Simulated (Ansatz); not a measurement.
The starting structures come from a database of crystals and need not be the phases stable at ambient conditions.

Tunnelling through a barrier is set by its complex band structure: the current falls as exp(−2κd) with the smallest κ.

Here is the system:

```
Rb2TiCl6
1.0
    7.06603     0.00000     0.00000
    0.00000     9.99288     0.00000
    3.53302     4.99644     3.53302
Rb Ti Cl
2 1 6
Direct
  0.50000   0.25000   0.00000
  0.50000   0.75000   0.00000
  0.00000   0.00000   0.00000
  0.00000   0.23530   0.00000
  0.00000   0.76470   0.00000
  0.00000   0.23530   0.52940
  0.00000   0.76470   0.47060
  0.47060   0.23530   0.52940
  0.52940   0.76470   0.47060
```

Space group of this cell: Fm-3m. The cell is taken as given.

Transport runs along the normal of the first two printed cell vectors, the (110) plane of the conventional cell.

The gap is the functional's own, uncorrected, and κ follows it; spin-orbit coupling is left out. Mid-gap values are interpolated between the computed energies.

Compute, with Ansatz (a quantum-chemistry and plane-wave program) with r2SCAN, the band gap and the smallest decay constant κ at mid-gap.

Gap 2.45 eV on a 8×8×8 mesh; κ = 0.329 1/Å, at the zone centre.
